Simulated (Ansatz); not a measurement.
System: LiF (model structure, started from the CsCl type, Pm-3m, No. 221, 2 atoms in the cell). Method: r²SCAN0 (Ansatz, a quantum-chemistry and plane-wave program, PAW).

Numerical settings: plane-wave cutoff 520 eV, 10×10×10 k mesh, Fermi–Dirac smearing 0.01 eV, scalar-relativistic PAW data made under PBE.

Cell (relaxed with PBEsol):

```cif
data_FLi
_chemical_formula_sum 'Li1 F1'
_space_group_name_H-M_alt 'P 1'
_space_group_IT_number 1
_cell_length_a 2.52308
_cell_length_b 2.52308
_cell_length_c 2.52308
_cell_angle_alpha 90.000
_cell_angle_beta 90.000
_cell_angle_gamma 90.000
loop_
_space_group_symop_operation_xyz
  'x, y, z'
loop_
_atom_site_label
_atom_site_type_symbol
_atom_site_fract_x
_atom_site_fract_y
_atom_site_fract_z
_atom_site_occupancy
Li1 Li 0.00000 0.00000 0.00000 1
F1 F 0.50000 0.50000 0.50000 1
```

Q: Predict the band gap and smallest direct gap on the k points sampled.

A: 
band gap: 11.50 eV (on the SCF k mesh) (indirect)
smallest direct gap on the k points sampled: 12.26 eV

Note: the relaxation could raise the start's symmetry but not lower it, so the cell can be a saddle point; cell and atoms aren't relaxed at this level (pressure -2.5 GPa).

A model structure was made by putting elements into a prototype or built by hand; it is no filed structure, need not be a known phase, and can be a saddle point held by its symmetry.
